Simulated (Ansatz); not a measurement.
Take ZnAu in the CsCl type structure (space group Pm-3m, No. 221; a = 3.1286 Å) as the base.

Perturbation: cell and atoms relaxed at a pressure of 0.3 GPa.

Levels (all Ansatz, a program for electronic structure, PAW): PBEsol (420 eV, no SOC); PBEsol+SOC (420 eV, with spin-orbit coupling).

The geometry is relaxed with PBEsol.

* **PBEsol pressure**: 0.3 GPa

Task: Predict the pressure from PBEsol+SOC.

Result: The pressure decreases by 0.8 GPa, from 0.3 GPa to -0.5 GPa.

Single points use the geometry relaxed with PBEsol. The spin-orbit shifts are approximate. Load acts through the strain it causes; cell and atoms are relaxed under it. Whether these cells are dynamically stable was not tested.
